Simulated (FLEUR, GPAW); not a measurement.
A GPAW input for a self-consistent single point of WBr6 (R-3, 7 atoms in the cell) (DFT LDA (Perdew-Wang 92), plane waves, GPAW PAW datasets LDA (gpaw-data 1.0.1)):

```python
from ase import Atoms
from ase.units import GPa
from gpaw import GPAW, PW, FermiDirac

atoms = Atoms(['W', 'Br', 'Br', 'Br', 'Br', 'Br', 'Br'],
              cell=[[3.280235, 1.893845, 5.965510],
                    [-3.280235, 1.893845, 5.965510],
                    [0.000000, -3.787689, 5.965510]],
              scaled_positions=[[0.000000, 0.000000, 0.000000],
                                [0.229630, 0.616740, 0.915600],
                                [0.770370, 0.383260, 0.084400],
                                [0.915600, 0.229630, 0.616740],
                                [0.084400, 0.770370, 0.383260],
                                [0.616740, 0.915600, 0.229630],
                                [0.383260, 0.084400, 0.770370]],
              pbc=True)

calc = GPAW(mode=PW(550),
            xc='LDA',
            kpts=(3, 3, 3),
            occupations=FermiDirac(0.01),
            nbands=-8,
            convergence={'forces': 0.001, 'bands': -6},
            symmetry={'symmorphic': False, 'tolerance': 0.0005},
            maxiter=120)

atoms.calc = calc

energy = atoms.get_potential_energy()
print('Energy (eV):', round(energy, 6))
forces = atoms.get_forces()
print('Forces (eV/Ang):')
print(forces.round(5))
stress = atoms.get_stress()
print('Stress (GPa, Voigt):', (stress / GPa).round(4))
```

Task: Translate this input to FLEUR.

Result: This is the input that was run; spellings and numerical settings could be chosen otherwise.

Input of the input generator:

```
WBr6 FLAPW
&input film=f /
6.1987459486 3.5788480768 11.2731799557
-6.1987459486 3.5788480768 11.2731799557
0.0000000000 -7.1576948493 11.2731803697
1.0
1.0 1.0 1.0

7
74 0.0000000000 0.0000000000 0.0000000000
35 0.2296300000 0.6167400000 0.9156000000
35 0.7703700000 0.3832600000 0.0844000000
35 0.9156000000 0.2296300000 0.6167400000
35 0.0844000000 0.7703700000 0.3832600000
35 0.6167400000 0.9156000000 0.2296300000
35 0.3832600000 0.0844000000 0.7703700000

&comp jspins=1 /
&exco xctyp='pz' /
&kpt div1=3 div2=3 div3=3 /
&end /
```

```xml
<?xml version="1.0" encoding="UTF-8" standalone="no"?>
<fleurInput fleurInputVersion="0.39">
   <comment>
      WBr6 FLAPW                                                                                          
   </comment>
   <calculationSetup>
      <cutoffs Kmax="3.6" Gmax="14.4" GmaxXC="14.4" numbands="0"/>
      <scfLoop itmax="100" minDistance="0.00001" maxIterBroyd="40" imix="Anderson" alpha="0.05" precondParam="0.0" spinf="2.0"/>
      <coreElectrons ctail="T" frcor="F" kcrel="0" coretail_lmax="0"/>
      <xcFunctional name="pz" relativisticCorrections="F"/>
      <magnetism jspins="1"/>
      <soc l_soc="F" theta="0.0" phi="0.0" spav="F"/>
      <expertModes spex="0" secvar="F"/>
      <geometryOptimization l_f="T" forcealpha="1.0" forcemix="BFGS" epsdisp="0.00001" epsforce="0.00001"/>
      <ldaU l_linMix="F" mixParam="0.05" spinf="1.0"/>
   </calculationSetup>
   <cell>
      <bzIntegration valenceElectrons="56.0" mode="hist" fermiSmearingEnergy="0.00036749">
         <kPointListSelection listName="default-1"/>
         <!-- k-points included here -->
         <xi:include xmlns:xi="http://www.w3.org/2001/XInclude" href="kpts.xml"> </xi:include>
      </bzIntegration>
      <!-- symmetry operations included here -->
      <xi:include xmlns:xi="http://www.w3.org/2001/XInclude" href="sym.xml"> </xi:include>
      <bulkLattice scale="1.0">
         <bravaisMatrix>
            <row-1>    6.1987459486000001     3.5788480767999999    11.2731799556999999</row-1>
            <row-2>   -6.1987459486000001     3.5788480767999999    11.2731799556999999</row-2>
            <row-3>    0.0000000000000000    -7.1576948493000003    11.2731803697000004</row-3>
         </bravaisMatrix>
      </bulkLattice>
   </cell>
   <atomSpecies>
      <species name="Tungsten (W)" element="W" atomicNumber="74">
         <mtSphere radius="2.17" gridPoints="751" logIncrement="0.018"/>
         <atomicCutoffs lmax="8" lnonsphr="6"/>
         <electronConfig flipSpins="F">
            <coreConfig>(1s1/2) (2s1/2) (2p1/2) (2p3/2) (3s1/2) (3p1/2) (3p3/2) (4s1/2) (3d3/2) (3d5/2) (4p1/2) (4p3/2) (4d3/2) (4d5/2) (4f5/2) (4f7/2)</coreConfig>
            <valenceConfig>(5s1/2) (5p1/2) (5p3/2) (6s1/2) (5d3/2) (5d5/2)</valenceConfig>
            <stateOccupation state="(5d3/2)" spinUp="0.8" spinDown="0.8"/>
            <stateOccupation state="(5d5/2)" spinUp="1.2" spinDown="1.2"/>
         </electronConfig>
         <energyParameters s="6" p="6" d="5" f="5"/>
         <lo type="SCLO" l="0" n="5" eDeriv="0"/>
         <lo type="SCLO" l="1" n="5" eDeriv="0"/>
      </species>
      <species name="Bromine (Br)" element="Br" atomicNumber="35">
         <mtSphere radius="2.17" gridPoints="751" logIncrement="0.017"/>
         <atomicCutoffs lmax="8" lnonsphr="6"/>
         <electronConfig flipSpins="F">
            <coreConfig>(1s1/2) (2s1/2) (2p1/2) (2p3/2) (3s1/2) (3p1/2) (3p3/2) (3d3/2) (3d5/2)</coreConfig>
            <valenceConfig>(4s1/2) (4p1/2) (4p3/2)</valenceConfig>
            <stateOccupation state="(4p1/2)" spinUp="0.8333333333333" spinDown="0.8333333333333"/>
            <stateOccupation state="(4p3/2)" spinUp="1.6666666666667" spinDown="1.6666666666667"/>
         </electronConfig>
         <energyParameters s="4" p="4" d="4" f="4"/>
      </species>
   </atomSpecies>
   <atomGroups>
      <atomGroup species="Tungsten (W)">
         <relPos label="                   1">.0000000000 .0000000000 .0000000000</relPos>
         <force calculate="T" relaxXYZ="TTT"/>
      </atomGroup>
      <atomGroup species="Bromine (Br)">
         <relPos label="                   2">.2296300000 -.3832600000 -.0844000000</relPos>
         <relPos label="                   3">-.2296300000 .3832600000 .0844000000</relPos>
         <relPos label="                   4">-.0844000000 .2296300000 -.3832600000</relPos>
         <relPos label="                   5">.0844000000 -.2296300000 .3832600000</relPos>
         <relPos label="                   6">-.3832600000 -.0844000000 .2296300000</relPos>
         <relPos label="                   7">.3832600000 .0844000000 -.2296300000</relPos>
         <force calculate="T" relaxXYZ="TTT"/>
      </atomGroup>
   </atomGroups>
   <output dos="F" band="F" slice="F">
      <checks vchk="F" cdinf="F"/>
      <bandDOS minEnergy="-.5*Htr" maxEnergy="0.5*Htr" sigma="0.015" storeEVData="T"/>
      <vacuumDOS vacdos="F" integ="F" star="F" nstars="0" locx1="0.0" locy1="0.0" locx2="0.0" locy2="0.0" nstm="0" tworkf="0.0"/>
      <unfoldingBand unfoldBand="F" supercellX="1" supercellY="1" supercellZ="1"/>
      <plotting iplot="0" polar="F">
         <plot TwoD="T" vec1="  1.0  0.0  0.0" vec2="  0.0  1.0  0.0" vec3="  0.0  0.0  1.0" zero="  0.0  0.0  0.0" file="plot"/>
      </plotting>
      <chargeDensitySlicing numkpt="0" minEigenval="0.0" maxEigenval="0.0" nnne="0" pallst="F"/>
      <specialOutput eonly="F"/>
      <magneticCircularDichroism mcd="F" energyLo="-10.0" energyUp="0.0"/>
   </output>
  <!-- We include the file relax.xml here to enable relaxations (see documentation) -->
  <xi:include xmlns:xi="http://www.w3.org/2001/XInclude" href="relax.xml"> <xi:fallback/> </xi:include>
</fleurInput>
```

Basis settings and potentials, where a program has them, do not carry over. This input uses DFT, LDA (Perdew-Zunger), all-electron FLAPW (FLEUR), scalar-relativistic valence. LDA parametrisations can differ slightly between programs.

The starting cell comes from a database of computed structures (which also holds hypothetical and non-ambient phases and stackings), without a prior relaxation at this level.
